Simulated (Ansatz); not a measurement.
The starting structures come from a database of crystals and need not be the phases stable at ambient conditions.

By PBEsol, the system below comes out a metal.

```yaml
crystal:
  lattice:
    - [4.27269, 0.00000, 0.00000]
    - [0.00000, 5.50679, 0.00000]
    - [0.00000, -2.75340, 4.76902]
  atoms:
    - { symbol: Cu, position: [0.25000, 0.84423, 0.15577] }
    - { symbol: Cu, position: [0.75000, 0.15577, 0.84423] }
    - { symbol: Cu, position: [0.75000, 0.15577, 0.31154] }
    - { symbol: Cu, position: [0.25000, 0.84423, 0.68846] }
    - { symbol: Cu, position: [0.25000, 0.31154, 0.15577] }
    - { symbol: Cu, position: [0.75000, 0.68846, 0.84423] }
    - { symbol: Sn, position: [0.75000, 0.66667, 0.33333] }
    - { symbol: Sn, position: [0.25000, 0.33333, 0.66667] }
```

Space group of this cell: P6_3/mmc. The cell is taken as given; by PBEsol its mean pressure is -1.8 GPa.

The current flows along the normal of the first two printed cell vectors, the (100) plane of the conventional cell. No spin-orbit coupling; the value is a mean over 0.1 eV about the Fermi level.

Problem. Predict the ballistic conductance per area from PBEsol in Ansatz (a first-principles code).

Solution. 0.74 × 10¹⁵ S/m² for both spins.
